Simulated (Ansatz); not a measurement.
## Zn₂SnO₄ (space group Imma, No. 74; a cell from a computed database, its experimental status unchecked)

```cif
data_O16Sn4Zn8
_chemical_formula_sum 'Zn8 Sn4 O16'
_space_group_name_H-M_alt 'Imma'
_space_group_IT_number 74
_space_group_name_Hall '-I 2b 2'
_cell_length_a 5.99263
_cell_length_b 6.24250
_cell_length_c 8.67164
_cell_angle_alpha 90.000
_cell_angle_beta 90.000
_cell_angle_gamma 90.000
loop_
_atom_site_label
_atom_site_type_symbol
_atom_site_symmetry_multiplicity
_atom_site_Wyckoff_symbol
_atom_site_fract_x
_atom_site_fract_y
_atom_site_fract_z
_atom_site_occupancy
Zn1 Zn 4 e 0.00000 0.25000 0.14187 1
Zn2 Zn 4 d 0.25000 0.25000 0.75000 1
Sn1 Sn 4 b 0.00000 0.00000 0.50000 1
O1 O 8 h 0.00000 0.01725 0.73566 1
O2 O 8 i 0.23483 0.25000 0.50098 1
```
(The calculation used a cell of 14 atoms; values per cell refer to that cell.)

Calculations: PBEsol (Ansatz, an electronic-structure program), without spin-orbit coupling. Settings: 6×6×6 k-points, 0.05 eV Fermi–Dirac smearing.

| Property | Result |
|---|---|
| Volume per atom | 11.59 Å³ |
| Density | 6.42 g/cm³ |
| Band gap | 0.92 eV, direct at Γ |
| Electron mass | 0.21 mₑ |
| Lowest conduction-band minima above the VBM | Γ 0.92 eV |
| Total energy | -2107.957 eV/atom (σ→0; compares only within this code and set-up) |

Masses are band curvatures over ±0.01 Å⁻¹ around the edge. No phonon test of stability was made.
